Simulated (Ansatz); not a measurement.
The parent structure is CdS in the wurtzite structure (space group P6_3mc, No. 186; a = 4.1962 Å, c = 6.8295 Å). Axes: x lies along a and z along c of the hexagonal cell.

Structures relaxed with Kohn–Sham DFT with the PBE functional, run in Ansatz (an electronic-structure program) with PAW and 420 eV plane waves, without spin-orbit coupling.

Base:

Simulated powder pattern, Cu Kα, λ = 1.54184 Å (kinematic, ideal powder, no thermal factors, no anomalous dispersion; the 8 strongest lines at most, above 2 %, up to 2θ = 90°):

| 2θ (°) | I/Imax (%) | hkl |
|---|---|---|
| 24.50 | 59 | (100) |
| 26.10 | 43 | (002) |
| 27.81 | 100 | (101) |
| 36.09 | 27 | (102) |
| 43.11 | 49 | (110) |
| 47.11 | 50 | (103) |
| 51.09 | 39 | (112) |
| 81.92 | 19 | (213) |

After one change:

Simulated powder pattern, Cu Kα, λ = 1.54184 Å (kinematic, ideal powder, no thermal factors, no anomalous dispersion; the 8 strongest lines at most, above 2 %, up to 2θ = 90°):

```
2θ (°)  I/Imax (%)
------  ----------
24.35           60
26.24           44
27.71          100
36.09           28
42.84           50
47.21           49
50.94           40
81.62           19
```

Q: What was done to the base?
A) biaxial strain +2.40 %, plane normal [001], relaxed out of plane
B) biaxial strain +0.60 %, plane normal [001], relaxed out of plane
C) biaxial strain +1.80 %, plane normal [001], relaxed out of plane
D) biaxial strain +3.00 %, plane normal [001], relaxed out of plane

A: B, biaxial strain +0.60 %, plane normal [001], relaxed out of plane. Its volume per atom is 26.21 Å³ against 26.04 Å³, and its space group is P6_3mc (No. 186).

Whether these cells are dynamically stable was not tested.
